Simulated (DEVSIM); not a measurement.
Device: abrupt GaAs n-p junction, at 300 K.

| layer (left to right) | material | thickness (μm) | Nd (cm⁻³) | Na (cm⁻³) | τn (s) | τp (s) |
|---|---|---|---|---|---|---|
| 1 | GaAs | 2.80 | 4.8e16 | - | 2e-9 | 2e-9 |
| 2 | GaAs | 42.0 | - | 1.7e16 | 2e-9 | 2e-9 |

Left contact: ohmic. Right contact: ohmic. Voltage is applied to the left contact. Recombination: SRH at mid-gap, radiative, Auger. Mobility is μmin + (μ − μmin)/(1 + (N/Nref)^α).

This is a model device: material constants are rounded textbook-type values typed into the input, and sizes, dopings and lifetimes were drawn at random. Values at 300 K.

```
parameter        GaAs
-------------  ------
gap (eV)        1.424
affinity (eV)    4.07
permittivity     12.9
Nc (cm⁻³)      4.7e17
Nv (cm⁻³)        9e18
μn (cm²/Vs)      8500
μp (cm²/Vs)       400
μn,min            500
μp,min             20
Nref,n           6e16
Nref,p         1.5e17
αn               0.39
αp               0.38
B (cm³/s)       2e-10
Cn (cm⁶/s)      1e-30
Cp (cm⁶/s)      1e-30
```

Simulated with DEVSIM: 1D drift-diffusion, Boltzmann statistics, complete ionisation; no tunnelling, impact ionisation, image-force lowering or self-heating.

### Question
Tabulate band edges, carrier densities and field at 5.0 V on the left contact.

### Answer
Energies count from the Fermi level of the right contact; mesh points crowd at the junctions.

```tsv
x (μm)	Ec (eV)	Ev (eV)	n (cm⁻³)	p (cm⁻³)	field (V/cm)
0.000	-4.941	-6.365	4.8e16	< 1e2	≈ 0
0.03703	-4.941	-6.365	4.8e16	< 1e2	≈ 0
0.1365	-4.941	-6.365	4.8e16	< 1e2	≈ 0
0.3804	-4.941	-6.365	4.8e16	< 1e2	≈ 0
1.379	-4.941	-6.365	4.8e16	< 1e2	≈ 0
2.258	-4.941	-6.365	4.8e16	< 1e2	≈ 0
2.599	-4.907	-6.331	1.3e16	< 1e2	15000
2.760	-3.845	-5.269	< 1e2	< 1e2	120000
2.800	-3.309	-4.733	< 1e2	120	150000
2.835	-2.805	-4.229	< 1e2	180	140000
2.933	-1.560	-2.984	< 1e2	390	120000
3.331	1.148	-0.276	< 1e2	2.1e14	21000
4.194	1.262	-0.162	< 1e2	1.7e16	≈ 0
6.397	1.262	-0.162	< 1e2	1.7e16	≈ 0
16.13	1.262	-0.162	< 1e2	1.7e16	≈ 0
31.40	1.262	-0.162	< 1e2	1.7e16	≈ 0
39.57	1.262	-0.162	< 1e2	1.7e16	≈ 0
42.85	1.262	-0.162	< 1e2	1.7e16	≈ 0
44.27	1.262	-0.162	< 1e2	1.7e16	≈ 0
44.61	1.262	-0.162	< 1e2	1.7e16	≈ 0
44.74	1.262	-0.162	< 1e2	1.7e16	≈ 0
44.80	1.262	-0.162	< 1e2	1.7e16	≈ 0
```
